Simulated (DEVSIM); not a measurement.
abrupt CdTe p-n junction

Device: abrupt CdTe p-n junction, at 250 K.

```
layer (left to right)  material  thickness (μm)  Nd (cm⁻³)  Na (cm⁻³)  τn (s)  τp (s)
---------------------  --------  --------------  ---------  ---------  ------  ------
1                          CdTe            23.0          -       1e14    2e-8    2e-8
2                          CdTe            37.0       1e15          -    2e-8    2e-8
```

Left contact: ohmic. Right contact: ohmic. Voltage is applied to the left contact. Recombination: SRH at mid-gap. Mobility is constant in doping.

Constants are typed, rounded textbook-type inputs, not results; the design itself was drawn at random and stands for no fabricated device. Values at 300 K; Nc and Nv go as T^1.5, mobilities as T to minus their exponent, the gap by Varshni's rule with the affinity fixed.

```tsv
parameter	CdTe
gap (eV)	1.5
affinity (eV)	4.28
permittivity	10.2
Nc (cm⁻³)	8e17
Nv (cm⁻³)	1.8e19
μn (cm²/Vs)	1000
μp (cm²/Vs)	80
T exponent of μn	1.7
T exponent of μp	1.5
Varshni α (eV/K)	0.00031
Varshni β (K)	108
```

Simulated with DEVSIM: 1D drift-diffusion, Boltzmann statistics, complete ionisation; no tunnelling, impact ionisation, image-force lowering or self-heating.

```yaml
potential_step_across_the_device_at_zero_bias: 1.121 V
largest_field_in_the_device_at_zero_bias: 5900 V/cm
Dark forward voltage at 1 A/cm²: 1.399 V
```

Small-signal capacitance in reverse bias (quasi-static):

```
V (V)  C (nF/cm²)
-----  ----------
-0.2         2.27
-0.5         2.04
-1           1.78
-1.5         1.60
-2           1.46
-3           1.27
-4           1.14
-5           1.04
-6.5        0.932
-8          0.851
-10         0.771
```

Dark reverse current:

| V (V) | J (A/cm²) |
|---|---|
| -0.20 | -3.1e-13 |
| -0.50 | -6.5e-13 |
| -1.00 | -1.1e-12 |
| -1.50 | -1.5e-12 |
| -2.00 | -1.9e-12 |
| -3.00 | -2.5e-12 |
| -4.00 | -3.0e-12 |
| -5.00 | -3.5e-12 |
| -6.50 | -4.1e-12 |
| -8.00 | -4.7e-12 |
| -10.00 | -5.4e-12 |
